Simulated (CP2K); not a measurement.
Input and output of a self-consistent single point for CdHgSe2 (R3m, 4 atoms in the cell) (CP2K).

Method: LDA (Pade form), GPW, DZVP-MOLOPT-SR-GTH basis, GTH-PADE potentials (GTH_POTENTIALS) run with CP2K.

The change in words: lattice scaled by 0.98. Reference geometry:
```yaml
crystal:
  lattice:
    - [7.62470, 0.00000, 0.00000]
    - [6.35155, 4.21828, 0.00000]
    - [6.35155, 1.91701, 3.75752]
  atoms:
    - { symbol: Cd, position: [0.50033, 0.50033, 0.50033] }
    - { symbol: Hg, position: [0.99985, 0.99985, 0.99985] }
    - { symbol: Se, position: [0.87420, 0.87420, 0.87420] }
    - { symbol: Se, position: [0.37560, 0.37560, 0.37560] }
```

Reference input (self-consistent single point, DFT LDA (Pade form), GPW, DZVP-MOLOPT-SR-GTH basis, GTH-PADE potentials (GTH_POTENTIALS)): CUTOFF = 500 Ry; REL_CUTOFF = 50 Ry; SMEAR/METHOD = FERMI_DIRAC; ELECTRONIC_TEMPERATURE = 1160.45 K; KPOINTS/SCHEME = MONKHORST-PACK 6 6 6; GAMMA_CENTERED = T; XC_FUNCTIONAL = PADE; Cd/BASIS_SET = DZVP-MOLOPT-SR-GTH-q12; Cd/POTENTIAL = GTH-PADE-q12; Hg/BASIS_SET = DZVP-MOLOPT-SR-GTH-q12; Hg/POTENTIAL = GTH-PADE-q12; Se/BASIS_SET = DZVP-MOLOPT-SR-GTH-q6. This run's input differs from it in these lines:

```diff
@@ -63,5 +63,5 @@
     &CELL
-      A 7.62470100 0.00000000 0.00000000
-      B 6.35154800 4.21828300 0.00000000
-      C 6.35154800 1.91701100 3.75752200
+      A 7.47220700 0.00000000 0.00000000
+      B 6.22451600 4.13391700 0.00000000
+      C 6.22451600 1.87867100 3.68237200
       PERIODIC XYZ
```

Output (repeated stretches shortened):

```
 SCF WAVEFUNCTION OPTIMIZATION

  Step     Update method      Time    Convergence         Total energy    Change
     1 NoMix/Diag. 0.20E+00      -     1.47130258      -106.4400810740 -1.06E+02
     2 Broy./Diag. 0.20E+00      -     0.04857322      -107.0679218312 -6.28E-01
     3 Broy./Diag. 0.20E+00      -     0.07744948      -106.6142473019  4.54E-01
     4 Broy./Diag. 0.20E+00      -     0.00591085      -106.3074908442  3.07E-01
     5 Broy./Diag. 0.20E+00      -     0.00791316      -106.2492806328  5.82E-02
     6 Broy./Diag. 0.20E+00      -     0.00146081      -106.2477441842  1.54E-03
   [... 4 lines left out ...]
    11 Broy./Diag. 0.20E+00      -     0.00000493      -106.2623192157  2.12E-04
    12 Broy./Diag. 0.20E+00      -     0.00000740      -106.2622876586  3.16E-05
    13 Broy./Diag. 0.20E+00      -     0.00000287      -106.2622878251 -1.67E-07
    14 Broy./Diag. 0.20E+00      -     0.00000087      -106.2622941793 -6.35E-06
  *** SCF run converged in    14 steps ***

  Overlap energy of the core charge distribution:               0.00000000512463
  Self energy of the core charge distribution:               -184.94874521523860
  Core Hamiltonian energy:                                     54.44329465170816
  Hartree energy:                                              40.71751693187138
  Exchange-correlation energy:                                -16.47419734668986
  Electronic entropic energy:                                  -0.00016320618187
  Fermi energy:                                                 0.12499741693658

  Total energy:                                              -106.26229417930546
  Total energy (extrapolated to T->0):                       -106.26221257621452

   [... lines left out ...]

 STRESS| Analytical stress tensor [bar]
 STRESS|                        x                   y                   z
 STRESS|      x       -1.19636609839E+04  -3.39849415216E+02  -2.08153588519E+02
 STRESS|      y       -3.39849415216E+02  -1.09402691618E+04  -6.28575513090E+01
 STRESS|      z       -2.08153588519E+02  -6.28575513090E+01  -1.08761222318E+04
 STRESS| 1/3 Trace                                            -1.12600174592E+04
```

The run converged in 14 iterations. Against the reference run the free energy goes down by 28.1 meV/atom, the pressure goes from -3.77 to -1.13 GPa and the largest force goes from 0.043 to 0.033 eV/Å.

The starting cell comes from a database of computed structures (which also holds hypothetical and non-ambient phases and stackings), without a prior relaxation at this level. Its lattice was rescaled by a random factor within 2.5 % of one. For this run, on top of that: lattice scaled by 0.98. Values carry the incompleteness of an atom-centred basis. The run gives no clean gap (levels at the Fermi energy touch, overlap or are partly filled at this smearing), which alone does not show that the compound is a metal.

Cost on one core of a shared machine: roughly 2 min.
